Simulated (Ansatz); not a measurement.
Functionals compared on a constructed model of the (0001) surface of hcp Zr, a pseudomorphic layer of Sc in the host's stacking (bottom of the slab: a bare face, its two planes held), in Ansatz (plane waves, PAW). The structure was relaxed with PBE; the other rows are single points on it. Cutoff 420 eV (500 eV for r2SCAN).

Set-up: 7 atoms, 16.0 Å thick at the start; mesh 13x13x1; 0.1 eV smearing; dipole correction on; 2 atoms held, the rest relaxed; start symmetry kept, larger cells not searched; no spin, no spin-orbit, no U. It is one candidate, not shown to be the stable structure of the face. These notes are the PBE run's.

```tsv
functional	work function of the top face (eV)	rough cost of the single point
PBE	3.80	–
RPBE	[?]	roughly 30 core-seconds
r2SCAN	3.93	very roughly 70 core-seconds
```

Task: Fill in the missing entries.

Result: 
- RPBE, work function of the top face (eV): 3.72

Ansatz is an electronic-structure program.
